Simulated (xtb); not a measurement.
xtb 6.7.1, GFN1-xTB: Au(Cl)(SMe2) triplet (C[S](C)->[Au][Cl]), charge 0, multiplicity 3, 11 atoms. The geometry is a generated start, not checked to be a minimum at this level.

```
Quantity                                                                                                        Value
------------------------  -------------------------------------------------------------------------------------------
method                                                                                                       GFN1-xTB
--acc                                                                                                     1 (default)
--etemp (K)                                                                                             300 (default)
detailed input (--input)  none: ANC optimiser, Lindh (1995) Hessian, microcycle=20, maxdispl=1.0, hlow=0.01 (default)
basis functions                                                                                                    50
valence electrons                                                                                                  38
```

```xyz
11

Au     1.6157    -1.5752     0.0144
Cl     3.6952    -2.3449     0.3881
C     -0.2100     0.7972    -1.3275
S     -0.5409    -0.7130    -0.3658
C     -0.9626     0.0512     1.2339
H      0.5455     1.3981    -0.8315
H     -1.1395     1.3494    -1.4307
H      0.1453     0.4828    -2.3033
H     -0.1575     0.7005     1.5619
H     -1.1044    -0.7548     1.9457
H     -1.8867     0.6087     1.1147
```

Charge 0 and multiplicity 3 are set for this test and not shown to be the ground state. GFN-xTB has no spin term: --uhf 2 sets the occupations alone.

The structure is relaxed from this start with --opt LEVEL for the levels crude, sloppy, loose, lax, normal, tight, vtight, extreme, once each. Up to the end of the extreme run atoms move by at most 3.5 Å along an axis.

### Question
Choose the cheapest level whose final energy lies within 20 meV of that of extreme.

### Answer
normal: 74 cycles against 91, ending 0.36 meV above.

| level | cycles | energy above the extreme run (meV) | gradient norm (eV/Å) |
|---|---|---|---|
| crude | 19 | 130 | 0.52 |
| sloppy | 26 | 79 | 0.056 |
| loose | 26 | 79 | 0.056 |
| lax | 34 | 70 | 0.10 |
| normal | 74 | 0.36 | 0.013 |
| tight | 81 | 0.074 | 0.0044 |
| vtight | 88 | under 0.01 | 0.0031 |
| extreme | 91 | — | 0.0011 |
